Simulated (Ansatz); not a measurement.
Start from MgO in the rock salt structure (space group Fm-3m, No. 225; a = 4.214 Å). Axes: x, y, z lie along the cube axes.

It is then changed as follows: compressive biaxial strain of 1.14 % in the plane normal to [111], as in epitaxy on a mismatched substrate; the out-of-plane cell vector and the atoms relax.

Levels (all Ansatz, a program for electronic structure, PAW): PBEsol (420 eV, spin-orbit coupling left out); r2SCAN (500 eV, scalar-relativistic without spin-orbit coupling).

The geometry is relaxed with PBEsol.

- PBEsol pressure = 3.11 GPa
- PBEsol electron mass = 0.35 mₑ (at Γ)
- PBEsol lowest conduction level above the VBM at special points = Γ 4.76 eV; L 7.78 eV; T 7.93 eV; F 8.92 eV

Task: Predict the pressure, electron mass and lowest conduction level above the VBM at special points from r2SCAN.

Result: The pressure drops by 1.043 GPa (3.11 GPa → 2.06 GPa); the electron mass changes from 0.35 mₑ (at Γ) to 0.37 mₑ (at Γ); the lowest conduction level above the VBM at special points becomes Γ 5.76 eV; L 8.86 eV; T 9.02 eV; F 10.01 eV (PBEsol: Γ 4.76 eV; L 7.78 eV; T 7.93 eV; F 8.92 eV).

Single points use the geometry relaxed with PBEsol. Their cutoffs differ, which shifts pressures a little. The levels and masses belong to the bands next to the band gap. Effective masses come from finite differences of ±0.01 Å⁻¹. No phonon test of stability was made. The base started in P3_121 and relaxed to Fm-3m at this level. Labels are those of the standard path for the cell's own space group.
